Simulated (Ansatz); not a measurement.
**A computed series for hypothetical rock salt GaAs: pressure series**

Take GaAs in the rock salt structure (space group Fm-3m, No. 225; a = 5.315 Å; a hypothetical phase, not in the database extracts checked) as the base.

Cell and atoms are relaxed at each pressure.

Method: plane-wave PAW DFT at the PBE-D3(BJ) level (Ansatz, a program for electronic structure, 420 eV), no SOC.

Notes on the quantities. enthalpy: H = E + PV relative to the base's energy.

```
case              volume per atom       enthalpy
----------------  ---------------  -------------
base                     18.77 Å³              –
pressure −2 GPa          19.28 Å³  -0.24 eV/atom
pressure −1 GPa                 …  -0.12 eV/atom
pressure 0.3 GPa         18.70 Å³  +0.04 eV/atom
pressure 0.7 GPa         18.61 Å³  +0.08 eV/atom
pressure 1.5 GPa         18.43 Å³  +0.17 eV/atom
pressure 3 GPa           18.13 Å³  +0.35 eV/atom
pressure 5 GPa           17.76 Å³  +0.57 eV/atom
pressure 7.5 GPa         17.35 Å³  +0.84 eV/atom
pressure 10 GPa          16.99 Å³  +1.11 eV/atom
```

**Question.** What belongs in the blanks?

**Answer.** 
- pressure −1 GPa, volume per atom: 19.01 Å³

Load acts through the strain it causes; cell and atoms are relaxed under it. Stability against distortions was not tested. No other phases were tried under pressure. The base started in Pnma and relaxed to Fm-3m at this level. All final runs are without spin polarisation.
